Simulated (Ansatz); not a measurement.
An input for Ansatz (PBE) and the part of its output that reports the quasi-harmonic study. Lengths are of the primitive cell. Dynamical quadrupoles are not included in the interpolation of the phonons between the solved wave vectors.

Ansatz 0.2 input:
```yaml
crystal:
  lattice:
    - [0.0, 2.9802332956, 2.9802332956]
    - [2.9802332956, 0.0, 2.9802332956]
    - [2.9802332956, 2.9802332956, 0.0]
  atoms:
    - { symbol: P, position: [0.25, 0.25, 0.25] }
    - { symbol: In, position: [0.0, 0.0, 0.0] }
kpoints:
  mp_grid: { grid: [10, 10, 10] }
hamiltonian:
  xc: pbe
  pseudopotentials: { kind: paw }
scf:
  occupations: { method: fixed }
phonons:
  method: dfpt
  qmesh: [5, 5, 5]
  temperatures: { t_max: 1000, t_step: 25 }
  thermal_expansion: {}
checkpoint:
  write: run
```

```
--- Thermal expansion: 11 cells in 3 rounds, 0 GPa ---
  no lower state was reached at cell 4
  without vibrations: a 4.21383, b 4.21383, c 4.21383 Å, V 52.9074 Å³, B 59.50 GPa
  at 0 K: a 4.21985, b 4.21985, c 4.21985 Å, V 53.1343 Å³, B 58.61 GPa
  zero-point expansion: a +0.143, b +0.143, c +0.143, V +0.429 %
      T/K        a/Å        b/Å        c/Å       V/Å³ | expansion of a, b, c, V (1e-6/K)   | that of V in the mean from 25 °C | C_P, C_V (J/mol K of the cell) | B_T, B_S (GPa)
     0.00    4.21985    4.21985    4.21985    53.1343 |    0.00    0.00    0.00    0.00 |    9.56 |     0.000     0.000 |    58.61    58.61
   100.00    4.21999    4.21999    4.21999    53.1396 |    1.94    1.94    1.94    5.82 |   13.88 |    27.894    27.888 |    58.29    58.30
   200.00    4.22154    4.22154    4.22154    53.1984 |    4.95    4.95    4.95   14.86 |   16.79 |    41.266    41.185 |    57.53    57.64
   298.15    4.22386    4.22386    4.22386    53.2862 |    6.09    6.09    6.09   18.28 |       - |    45.730    45.549 |    56.68    56.90
   375.00    4.22592    4.22592    4.22592    53.3642 |    6.56    6.56    6.56   19.69 |   19.05 |    47.322    47.061 |    56.00    56.31
   475.00    4.22879    4.22879    4.22879    53.4728 |    6.97    6.97    6.97   20.90 |   19.80 |    48.464    48.095 |    55.10    55.52
   575.00    4.23180    4.23180    4.23180    53.5872 |    7.27    7.27    7.27   21.81 |   20.40 |    49.137    48.659 |    54.19    54.73
   675.00    4.23494    4.23494    4.23494    53.7063 |    7.53    7.53    7.53   22.59 |   20.92 |    49.593    49.000 |    53.29    53.93
   775.00    4.23818    4.23818    4.23818    53.8298 |    7.77    7.77    7.77   23.31 |   21.39 |    49.938    49.223 |    52.38    53.14
   875.00    4.24152    4.24152    4.24152    53.9573 |    8.00    8.00    8.00   24.01 |   21.83 |    50.224    49.380 |    51.47    52.35
   975.00    4.24497    4.24497    4.24497    54.0889 |    8.24    8.24    8.24   24.71 |   22.26 |    50.478    49.498 |    50.55    51.56
  1000.00    4.24585    4.24585    4.24585    54.1225 |    8.30    8.30    8.30   24.89 |   22.36 |    50.539    49.523 |    50.33    51.36
  the static fit leaves 0.001 meV an atom of the energies and, of the stresses, 0.000 GPa of each cell's largest along a strain (root mean squares over the cells), whose Pulay part it has at -0.012 GPa
  vibrations' free energy: its fit leaves 0.0000 meV an atom at the most
  the electrons' free energy at temperature is in it; its fit leaves 0.0002 meV an atom at the most
  free energies summed between the sampled wave vectors
  estimated error of the fitted expansion in any direction: up to 0.041e-6/K, at 1000 K (an estimate, not a bound: it was exceeded on models of known expansion)
  by sums over the sampled wave vectors an expansion of the volume parts by up to 0.30e-6/K
  by a static energy of one degree less an expansion of the volume parts by up to 0.01e-6/K
  band gaps on the cells' k-points are 0.199 to 0.605 eV
```

Warnings of the run: phonon_interpolation_lacks_quadrupole_term, thermal_expansion_settings.

Cost: about 2.3 core-hours (a rough figure).

Whether this phase is the stable one at each condition was not tested.

Ansatz is an electronic-structure program.
